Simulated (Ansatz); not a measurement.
Consider Al-vacancy pair (Al on one host Ag site, one Ag site vacant) in fcc Ag, neutral cell. The step: Al and the vacancy change places (Al-vacancy distance between ideal sites 2.93 Å throughout); the atom moves 3.00 Å along (0.00, 0.51, 0.51) of the unit cell; the moving atom starts with neighbours 5 Ag at 2.86, 4 Ag at 2.89, 2 Ag at 2.91 Å and ends with 5 Ag at 2.86, 4 Ag at 2.89, 2 Ag at 2.91 Å. DFT values are from Ansatz (plane-wave PAW, 420 eV unless said) in a cell of 32 host sites, spin-restricted, static, with no finite-size correction. Forms of the defect that were not tried may lie lower. For the PBE band: the saddle point's order was not checked, and it lies on a symmetry element of the cell, where a band can be held.

```
Level                                                                           Forward barrier (eV)  Cost of the band or of the saddle's single point
------------------------------------------------------------------------------  --------------------  ------------------------------------------------
CHGNet universal potential (has no charge state), its own band                                  0.50                                                 -
PBE, a 2×2×2 k-point mesh shifted by half a step, band relaxed                                  0.43                           roughly 24 core-minutes
PBE, a 4×4×4 k-point mesh shifted by half a step, same geometries                               0.45                      very roughly 10 core-minutes
r2SCAN at 500 eV, a 2×2×2 k-point mesh shifted by half a step, same geometries                   ___                          roughly 2.8 core-minutes
```

Task: Complete the blanks.

Result: 
- r2SCAN at 500 eV, a 2×2×2 k-point mesh shifted by half a step, same geometries, Forward barrier (eV): 0.39

Ansatz is an electronic-structure program.
